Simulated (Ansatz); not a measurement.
## Electron-phonon data for RuSi (Pm-3m)

Consider the following.

```yaml
crystal:
  lattice:
    - [2.89323, 0.00000, 0.00000]
    - [0.00000, 2.89323, 0.00000]
    - [0.00000, 0.00000, 2.89323]
  atoms:
    - { symbol: Si, position: [0.50000, 0.50000, 0.50000] }
    - { symbol: Ru, position: [0.00000, 0.00000, 0.00000] }
```

Method: LDA, DFPT electron-phonon coupling, linearised Boltzmann equation (plane waves, PAW, scalar-relativistic; Ansatz, an electronic-structure program). How the cell was made: relaxed with this functional, without spin-orbit coupling.

| Quantity | Result |
|---|---|
| resistivity at 300 K | 4.4 μΩ·cm |
| resistivity at 77 K | 0.55 μΩ·cm |
| electron mean free path at 300 K (weighted by the current that each state carries) | 43 nm |
| Drude plasma energy | 5.8 eV |
| Hall coefficient at 300 K | 36 ×10⁻¹¹ m³/C |

A metal at this level (no band gap). Only scattering by harmonic phonons is included (no impurities, grain boundaries, electron-electron scattering or thermal expansion). Spin-orbit coupling is left out. Halving the electron mesh (28x28x28) moves the resistivity by up to 13 % at 300 K, the mean free path by up to 8 %. Smearing 0.20 eV; phonons on a 5x5x5 q mesh, which this run doesn't test and which matters most at low temperature.

Computed structure, not matched to a measured one here, so possibly hypothetical: RuSi (Pm-3m).
